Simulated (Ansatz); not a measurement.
Base system: TiC in the rock salt structure (space group Fm-3m, No. 225; a = 4.3278 Å; relaxed with 0.1 eV smearing). Axes: x, y, z lie along the cube axes.

Computed with r2SCAN, PAW, 500 eV (Ansatz, a first-principles code; scalar-relativistic without spin-orbit coupling).

Perturbation: a pure shear with ε_xy = ε_yx = 0.0114; the atoms relax in the strained cell.

Question: Predict the stress tensor and what it implies for the stiffness.

Answer: Stress of the strained cell less that of the base (GPa, compression positive):
```
    0.0    -4.3     0.0
   -4.3     0.0     0.0
    0.0     0.0     0.0
```

Then −Δσ/γ with γ = 2ε = 0.0228 gives relaxed-ion elastic constants: C66 ≈ 188 GPa.

Stability against distortions was not tested. All final runs are without spin polarisation.
